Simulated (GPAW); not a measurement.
**Several settings converged on CdPd (P4mm, 2 atoms in the cell)**

```
CdPd
1.0
    3.02815     0.00000     0.00000
    0.00000     3.02815     0.00000
    0.00000     0.00000     3.68241
Cd Pd
1 1
Direct
  0.00000   0.00000   0.01358
  0.50000   0.50000   0.50000
```

Base method: LDA (Perdew-Wang 92), GPAW PAW datasets LDA (gpaw-data 1.0.1) (plane waves; GPAW).

Base settings: mode = pw; ecut = 600 eV; xc = LDA; kpts = 5 5 4; mesh shift (steps) = 0 0 0; occupations.name = fermi-dirac; occupations.width = 0.1 eV; nbands = -10; convergence.density = 1e-05 e/electron; symmetry.symmorphic = false.

The count of work is k-points × plane waves × bands × iterations; it is no time. Core times come from one kind of shared machine, to one figure; runs under 30 s give none.

**The k-point mesh**

The second cell is the first with its lattice scaled by 0.98.

Only quantities that move along the ladder and can be compared are tabulated.

| kpts | free energy less the last step's (meV/atom) | energy of the compressed cell less the first (meV/atom) | pressure (GPa) | largest difference of a force vector from the last step's (eV/Å) | count of work / last |
|---|---|---|---|---|---|
| 2 2 2 | 545.64 | 20.13 | -1.12 | 0.024 | 0.055 |
| 3 3 3 | -36.70 | -21.23 | -7.28 | 0.005 | 0.037 |
| 4 4 4 | 30.30 | -23.54 | -7.55 | 0.013 | 0.12 |
| 5 5 4 | -17.39 | -26.03 | -8.00 | 0.006 | 0.12 |
| 7 7 6 | -1.28 | -24.84 | -7.80 | 0.002 | 0.26 |
| 11 11 10 | 0.00 | -24.74 | -7.78 | 0.000 | 1.0 |

Coarsest kpts that holds the pressure within 0.1 GPa of the last step, with all finer ones: 7 7 6, at 0.26 of the last step's count of work; the step before is off by 0.21 GPa.

Coarsest kpts that holds the forces within 0.02 eV/Å of the last step, with all finer ones: 3 3 3, at 0.037 of the last step's count of work; the step before is off by 0.024 eV/Å.

Coarsest kpts that holds the free energy within 5 meV/atom of the last step, with all finer ones: 7 7 6, at 0.26 of the last step's count of work; the step before is off by 17 meV/atom.

**The k-point mesh at a smearing width of 0.05 eV**

In this ladder: occupations.width = 0.05 eV.

Only quantities that move along the ladder and can be compared are tabulated.

```tsv
kpts	free energy less the last step's (meV/atom)	pressure (GPa)	largest difference of a force vector from the last step's (eV/Å)	count of work / last	core time / last (rough)
4 4 3	48.29	-8.14	0.012	0.018	–
6 6 5	6.70	-7.90	0.001	0.053	–
8 8 7	6.46	-7.83	0.005	0.096	0.08
10 10 8	-1.85	-7.83	0.003	0.16	0.2
14 14 12	-0.30	-7.88	0.002	0.40	0.3
21 21 17	0.00	-7.84	0.000	1.0	1
```

Coarsest kpts that holds the free energy within 1 meV/atom of the last step, with all finer ones: 14 14 12, at 0.40 of the last step's count of work and about 0.3 of the last step's time; the step before is off by 1.8 meV/atom.

Coarsest kpts that holds the forces within 0.01 eV/Å of the last step, with all finer ones: 6 6 5, at 0.053 of the last step's count of work; the step before is off by 0.012 eV/Å.

Coarsest kpts that holds the pressure within 0.1 GPa of the last step, with all finer ones: 6 6 5, at 0.053 of the last step's count of work; the step before is off by 0.30 GPa.

Two neighbours can agree and both be off: 6 6 5 and 8 8 7 differ by 0.24 meV/atom in the free energy, yet lie about 6.5 meV/atom from the last step.

**The width of Gaussian smearing**

In this ladder: kpts = 8 8 7; occupations.name = methfessel-paxton; occupations.order = 0.

Narrow widths need finer meshes than wide ones, so the last steps can hold mesh noise.

Only quantities that move along the ladder and can be compared are tabulated; pressure and forces are left out, as mesh noise rules them at narrow widths.

```csv
occupations.width,free energy less the last step's (meV/atom),energy extrapolated to zero width less the last step's (meV/atom)
1 eV,-82.08,2.98
0.5 eV,-21.47,-2.79
0.3 eV,-8.21,-1.30
0.1 eV,0.00,0.00
```

Widest occupations.width that holds the free energy within 5 meV/atom: not settled: the last two steps still differ by 8.2 meV/atom, over half the tolerance, so the ladder does not show it.

Widest occupations.width that holds the energy extrapolated to zero width within 2 meV/atom: not settled: the last two steps still differ by 1.3 meV/atom, over half the tolerance, so the ladder does not show it.

The extrapolation to zero width removes most of the smearing's effect on the energy.

On the base run: the starting cell comes from a database of computed structures (which also holds hypothetical and non-ambient phases and stackings), without a prior relaxation at this level. Its lattice was rescaled by up to half a per cent. One atom was moved a little off its site on purpose. Spin polarisation is off. In the base run, with a pressure of about -8 GPa the cell is away from its equilibrium volume at this level. Without a gap this mesh is coarse (it stands for a supercell whose shortest vector is 15 Å).

Left out of this page: 2 runs of the series outside the window shown, repeating another row's setting, or not comparable.
